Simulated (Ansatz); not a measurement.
Given:

```xyz
6
Lattice="0.0000 4.1160 4.2950 2.3902 0.0000 4.2950 2.3902 4.1160 0.0000" Properties=species:S:1:pos:R:3 pbc="T T T"
Si     2.3902     5.4505     4.2950
Si     2.3902     2.7816     4.2950
Si     3.5853     4.8396     6.4425
Si     3.5853     7.5085     6.4425
Ti     0.0000     0.0000     0.0000
Ti     1.1951     2.0580     2.1475
```

No spin polarisation.

All numbers come from r2SCAN, PAW, 500 eV (Ansatz, a first-principles code; without spin-orbit coupling), earlier PAW set. Γ-centred 13×13×13 mesh, Fermi–Dirac width 0.05 eV.

Problem. Predict the band gap, pressure and space group.

Solution. The band gap comes out as zero. The pressure (mean of the normal stresses, compression positive) is -1.4 GPa. The space group is Fddd (No. 70).

The cells carry an imposed strain or load. No phonon test of stability was made. All final runs are without spin polarisation. The cell was made from TiSi₂ (space group Fddd, No. 70) by this change: uniaxial strain ε_zz = +0.80 %.
